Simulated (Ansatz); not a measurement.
## cubic BaZrO3 (0 0 1) on zinc-blende GaSb (0 0 1) (film strained to the substrate, started from cuts of the bulks and a machine-learned relaxation; metallic at this level, with no gap by band count; slabs Ga5Sb6 and Ba3O7Zr2, which can lie off the formulas)

A periodic stack without vacuum, cubic BaZrO3 (0 0 1) on zinc-blende GaSb (0 0 1) (film strained to the substrate, started from cuts of the bulks and a machine-learned relaxation; metallic at this level, with no gap by band count; slabs Ga5Sb6 and Ba3O7Zr2, which can lie off the formulas): substrate slab Ga5Sb6, film Ba3O7Zr2, surface cells [[1, 0], [1, 1]] and [[0, 1], [-1, 0]], film strained by +3.9 and +3.9 %, outermost planes Sb/Sb and BaO/BaO as cut, which need not be the usual terminations and can put a slab off its formula.

The start was prepared with a machine-learned potential, and the result is one local minimum, with the in-plane cell held and forces under 0.04 eV/Å; the film can end far from its bulk form.

Level of theory: PBE (plane waves to 420 eV, PAW; Ansatz, a program for electronic structure). No spin–orbit coupling. Its k-point mesh 5×5×1, Fermi–Dirac width 0.05 eV.

The interface area comes out as 19.3 Å² and the period is 28.93 Å. The heights between the nearest atoms of the two slabs at the two interfaces is 1.93 and 3.15 Å and the Ba–Sb contacts across the interfaces within 1.22 times the sum of covalent radii comes out as 6, mean 3.82 Å. The Ba–Ga contacts across the interfaces within 1.22 times the sum of covalent radii is 1, mean 3.86 Å and the O–Sb contacts across the interfaces within 1.22 times the sum of covalent radii is 1, mean 2.08 Å. The spin-polarised check at this geometry is keeps a moment, energy 0.00 eV and the slope of the mean potential energy in the substrate comes out as -4.8 MV/cm × e.

```yaml
crystal:
  lattice:
    - [4.39310, -0.00020, 0.01895]
    - [0.00010, 4.39281, -0.05599]
    - [-1.70715, -0.00265, 28.92179]
  atoms:
    - { symbol: Ga, position: [0.97195, 0.06016, 0.21828] }
    - { symbol: Ga, position: [0.43373, 0.55199, 0.11041] }
    - { symbol: Ga, position: [0.04918, 0.07323, 0.43262] }
    - { symbol: Ga, position: [0.51085, 0.56900, 0.32545] }
    - { symbol: Ga, position: [0.59006, 0.60631, 0.54119] }
    - { symbol: Sb, position: [0.95351, 0.55567, 0.16539] }
    - { symbol: Sb, position: [0.41537, 0.04751, 0.05814] }
    - { symbol: Sb, position: [0.03030, 0.56940, 0.37939] }
    - { symbol: Sb, position: [0.49146, 0.06437, 0.27220] }
    - { symbol: Sb, position: [0.10656, 0.40124, 0.58708] }
    - { symbol: Sb, position: [0.56878, 0.09454, 0.48678] }
    - { symbol: Ba, position: [0.63752, 0.97145, 0.66341] }
    - { symbol: O, position: [0.12787, 0.58052, 0.65397] }
    - { symbol: Ba, position: [0.71893, 0.01349, 0.80609] }
    - { symbol: Zr, position: [0.16781, 0.50073, 0.72930] }
    - { symbol: O, position: [0.65147, 0.51493, 0.72433] }
    - { symbol: O, position: [0.15284, 0.03238, 0.72505] }
    - { symbol: O, position: [0.17072, 0.53715, 0.79755] }
    - { symbol: Ba, position: [0.87369, 0.03513, 0.94935] }
    - { symbol: Zr, position: [0.24864, 0.52509, 0.87393] }
    - { symbol: O, position: [0.71069, 0.52832, 0.86795] }
    - { symbol: O, position: [0.21518, 0.03187, 0.86975] }
    - { symbol: O, position: [0.19386, 0.53733, 0.94075] }
```
